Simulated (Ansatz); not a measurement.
Take TaRu (space group P4/mmm, No. 123; a = 3.0254 Å, c = 3.3854 Å; relaxed with 0.1 eV smearing) as the base. Axes: x, y, z lie along a, b, c of the conventional cell.

The values are results of PBEsol (Ansatz, a first-principles code; PAW; 420 eV plane waves; scalar-relativistic without spin-orbit coupling), not measurements.

Perturbation: the cell is stretched by 2.47 % along z with no lateral relaxation, atoms relaxed at fixed cell.

Question: Predict the stress tensor and what it implies for the stiffness.

Answer: Stress of the strained cell less that of the base (GPa, compression positive):
```
   -5.0     0.0     0.0
    0.0    -5.0     0.0
    0.0     0.0    -8.7
```

Then −Δσ_ii/ε with ε = 0.0247 gives secant stiffness values (nonlinear terms included at this strain): C33 ≈ 354 GPa, C13 ≈ 201 GPa and C23 ≈ 201 GPa.

As a check, the harmonic strain energy −½ V₀ Δσ:ε is 10 meV/atom; the computed energy rise is 11 meV/atom.

Stability against distortions was not tested. All final runs are without spin polarisation.
